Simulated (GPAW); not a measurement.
A self-consistent single point of Mo₂N (I4_1/amd, 6 atoms in the cell) with GPAW.

Method: PBEsol, GPAW PAW datasets PBEsol (made by gpaw-setup) (plane waves; GPAW 25.7.0).

```
Mo2N
1.0
   -2.14864     2.14864     4.01405
    2.14864    -2.14864     4.01405
    2.14864     2.14864    -4.01405
Mo N
4 2
Direct
  0.98696   0.48696   0.50000
  0.23696   0.23696   0.00000
  0.76304   0.76304   0.00000
  0.51304   0.01304   0.50000
  0.25000   0.75000   0.50000
  0.50000   0.50000   0.00000
```

Reference input (self-consistent single point, DFT LDA (Perdew-Wang 92), plane waves, GPAW PAW datasets LDA (gpaw-data 1.0.1)): mode = pw; ecut = 900 eV; xc = LDA; kpts = 7 7 7; mesh shift (steps) = 0 0 0; occupations.name = fermi-dirac; occupations.width = 0.1 eV; nbands = -14; convergence.density = 1e-05 e/electron; convergence.energy = 1e-05 eV/electron; symmetry.symmorphic = false; symmetry.tolerance = 0.0005. This run's input differs from it in these lines:

```diff
@@ -17,3 +17,3 @@
 calc = GPAW(mode={'name': 'pw', 'ecut': 900},
-            xc='LDA',
+            xc='PBEsol',
             kpts=(7, 7, 7),
```

Its files differ too (potentials: GPAW PAW datasets PBEsol (made by gpaw-setup)).

Log, with long lists cut:

```
     iter     time        total  log10-change:
                         energy   eigst   dens
iter:   1 --:--:--   -75.616640
iter:   2 --:--:--   -73.707927   -0.48  -1.07
iter:   3 --:--:--   -68.811693   -0.45  -1.12
iter:   4 --:--:--   -68.485117   -1.29  -1.41
iter:   5 --:--:--   -68.117574   -1.22  -1.50
iter:   6 --:--:--   -68.329592   -1.53  -1.96
iter:   7 --:--:--   -68.109590   -2.61  -1.94
iter:   8 --:--:--   -68.065851   -2.52  -2.24
iter:   9 --:--:--   -68.065770   -3.56  -2.89
iter:  10 --:--:--   -68.066204c  -3.62  -2.99
iter:  11 --:--:--   -68.064889   -3.92  -3.01
iter:  12 --:--:--   -68.064903   -5.39  -3.57
iter:  13 --:--:--   -68.064969c  -5.24  -3.76
iter:  14 --:--:--   -68.064888c  -5.56  -3.69
iter:  15 --:--:--   -68.064886c  -6.62  -4.11
iter:  16 --:--:--   -68.064893c  -6.84  -4.19
iter:  17 --:--:--   -68.064893c  -7.75c -4.28
iter:  18 --:--:--   -68.064891c  -7.77c -4.36
iter:  19 --:--:--   -68.064889c  -8.00c -4.64
iter:  20 --:--:--   -68.064889c  -8.29c -4.73
iter:  21 --:--:--   -68.064890c  -8.35c -4.84
iter:  22 --:--:--   -68.064890c  -9.47c -4.87
iter:  23 --:--:--   -68.064886c  -7.71c -4.90
iter:  24 --:--:--   -68.064886c  -9.23c -5.56c
Converged after 24 iterations.

Dipole moment: (-1.005961, 1.005961, 0.000000) |e|*Ang

Energy contributions relative to reference atoms: (reference = -443250.785116)

Kinetic:        -54.422649
Potential:      +29.416088
External:        +0.000000
XC:             -41.911500
Entropy (-ST):   -0.142712
Local:           -1.075470
SIC:             +0.000000
--------------------------
Free energy:    -68.136242
Extrapolated:   -68.064886

Showing only first 2 kpts
 Kpt  Band  Eigenvalues  Occupancy
  0    31     12.67874    1.99971
  0    32     13.07438    1.98474
  0    33     13.07438    1.98474
  0    34     13.15010    1.96775

  1    31     12.57048    1.99990
  1    32     13.09672    1.98096
  1    33     13.23663    1.92505
  1    34     14.27097    0.00165

Fermi level: 13.56122

No gap
   [... lines left out ...]
  0 Mo    0.00000    0.00000    0.36798
  1 Mo    0.00000    0.00000    0.36798
  2 Mo    0.00000    0.00000   -0.36798
  3 Mo    0.00000    0.00000   -0.36798
  4 N     0.00000    0.00000   -0.00000
  5 N     0.00000    0.00000    0.00000

Stress tensor:
     0.099632     0.000000    -0.000000
     0.000000     0.099632    -0.000000
    -0.000000    -0.000000     0.097583
Stress (GPa, Voigt): [15.9627 15.9627 15.6345 -0.     -0.      0.    ]
```

The run converged in 24 iterations. GPAW prints stress with tension positive. Against the reference run the largest force goes from 0.488 to 0.368 eV/Å.

At such cutoffs GPAW's stress carries a finite-basis (Pulay) error, which enters relaxed cells too; its log prints stress with tension positive.

The starting cell comes from a database of computed structures (which also holds hypothetical and non-ambient phases and stackings), without a prior relaxation at this level. Its lattice was rescaled by a random factor within 2.5 % of one. Spin polarisation is off.

Cost on one core of a shared machine: roughly 3 min.
